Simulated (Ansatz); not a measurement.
What isotropic strain −1.80 % does to Cu3N

Start from Cu3N (space group Pm-3m, No. 221; a = 3.827 Å).

Modification: the cell is scaled by 0.9820 in all directions, atoms relaxed at fixed cell.

Level of theory: PBE/PAW in Ansatz (a quantum-chemistry and plane-wave program), no spin-orbit coupling. Settings: 9×9×9 k-points, 0.05 eV Fermi–Dirac smearing.

| quantity | base | changed | shift |
|---|---|---|---|
| volume per atom | 14.01 Å³ | 13.27 Å³ | -0.74 Å³ |
| energy relative to the base (free energy F) | 0 meV/atom | +16 meV/atom | +16 meV/atom |
| band gap | 0.22 eV | zero | – |
| valley order (the lowest conduction-band minima on the path, energy above the VBM, named in the base's zone) | M along ⟨110⟩ 0.22 eV; Γ 0.97 eV; X along ⟨100⟩ 1.52 eV | M along ⟨110⟩ 0.04 eV; Γ 1.12 eV; X along ⟨100⟩ 1.68 eV | – |

Final structure:

```xyz
4
Lattice="3.7580 0.0000 0.0000 0.0000 3.7580 0.0000 0.0000 0.0000 3.7580" Properties=species:S:1:pos:R:3 pbc="T T T"
Cu     1.8790     0.0000     0.0000
Cu     0.0000     1.8790     0.0000
Cu     0.0000     0.0000     1.8790
N      0.0000     0.0000     0.0000
```

Cost of the whole job for the changed cell (relaxation, final SCF and bands): about 18 core-seconds (a rough figure).

Stability against distortions was not tested. All final runs are without spin polarisation. Gaps under 0.05 eV, about the width of the smearing, are given as zero. A zero or small gap of Cu3N can be the functional's error rather than a property of the material.
